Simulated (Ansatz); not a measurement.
# Si: biaxial strain −2.33 %, plane normal [001], relaxed out of plane

Take Si in the diamond structure (space group Fd-3m, No. 227; a = 5.4443 Å) as the base. Axes: x, y, z lie along the cube axes.

Now apply this change: biaxial strain −2.33 %, plane normal [001], relaxed out of plane (Cartesian); in-plane vectors clamped, the third vector and the atoms free.

Level of theory: r2SCAN (Ansatz, a program for electronic structure), no spin-orbit coupling. Settings: 10×10×10 k-points, 0.05 eV Fermi–Dirac smearing.

```json
[
 {"quantity": "space group", "base": "Fd-3m (No. 227)", "changed": "I4_1/amd (No. 141)", "shift": "–"},
 {"quantity": "shortest interatomic distance", "base": "2.357 Å", "changed": "2.335 Å", "shift": "-0.0228 Å"},
 {"quantity": "energy relative to the base (free energy F)", "base": "0 meV/atom", "changed": "+13 meV/atom", "shift": "+13 meV/atom"},
 {"quantity": "pressure (mean of the normal stresses, compression positive)", "base": "0.00 GPa", "changed": "3.07 GPa", "shift": "+3.07 GPa"},
 {"quantity": "band gap", "base": "0.78 eV", "changed": "0.49 eV", "shift": "-0.29 eV"},
 {"quantity": "gap character", "base": "–", "changed": "indirect, Γ → Γ–X (87 % along)", "shift": "–"},
 {"quantity": "smallest direct gap", "base": "2.74 eV", "changed": "2.60 eV", "shift": "-0.14 eV"},
 {"quantity": "electron mass", "base": "0.91 mₑ along k, 0.19 mₑ across (off the special points)", "changed": "0.90 mₑ along k, 0.19 mₑ across (off the special points)", "shift": "–"},
 {"quantity": "valence-band top at Γ (three highest levels, from the VBM)", "base": "0.00, 0.00, 0.00 eV", "changed": "0.00, 0.00, -0.32 eV", "shift": "–"},
 {"quantity": "valley order (the lowest conduction-band minima on the path, energy above the VBM, named in the base's zone)", "base": "a point along ⟨100⟩, about 1.0 Å⁻¹ from Γ 0.78 eV; L along ⟨111⟩ 1.84 eV", "changed": "a point along [100], about 1.0 Å⁻¹ from Γ 0.49 eV; a point along [001], about 1.0 Å⁻¹ from Γ 0.87 eV; L along [1-1-1] 1.77 eV", "shift": "–"},
 {"quantity": "out-of-plane strain", "base": "–", "changed": "+1.70 %", "shift": "–"},
 {"quantity": "ratio −ε⊥/ε∥", "base": "–", "changed": "0.73", "shift": "–"}
]
```

Final structure (turned so that z lies along the plane normal):

```
Si
1.0
    3.76001     0.00000     0.00000
    0.00000     3.76001     0.00000
    1.88001    -1.88001     2.76846
Si
2
Direct
  0.50000   0.50000   0.00000
  0.25000   0.25000   0.50000
```

Effective masses come from finite differences of ±0.01 Å⁻¹. Along k means along the line from Γ to the band edge. No phonon test of stability was made. k-point labels follow each cell's own Brillouin zone.
